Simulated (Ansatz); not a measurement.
Consider Tl in the hcp (Mg type) structure (space group P6_3/mmc, No. 194; relaxed with 0.1 eV smearing).

```
Tl
1.0
    3.47606     0.00000     0.00000
   -1.73803     3.01036     0.00000
    0.00000     0.00000     5.47151
Tl
2
Direct
  0.66667   0.33333   0.75000
  0.33333   0.66667   0.25000
```

Computed with PBEsol, PAW, 420 eV (Ansatz, a program for electronic structure; no spin-orbit coupling).

Before the change:

The pressure is 0.0 GPa and the band gap is zero.

Now apply this change: every lattice vector is shortened by 2.00 %, atoms relaxed at fixed cell.

Q: What does the calculation give for the energy relative to the base, pressure and band gap after the change?

A: The energy grows by 13 meV/atom; the pressure (mean of the normal stresses, compression positive) goes from zero to 2.6 GPa; the band gap remains zero.

The cells carry an imposed strain or load. Stability against distortions was not tested.
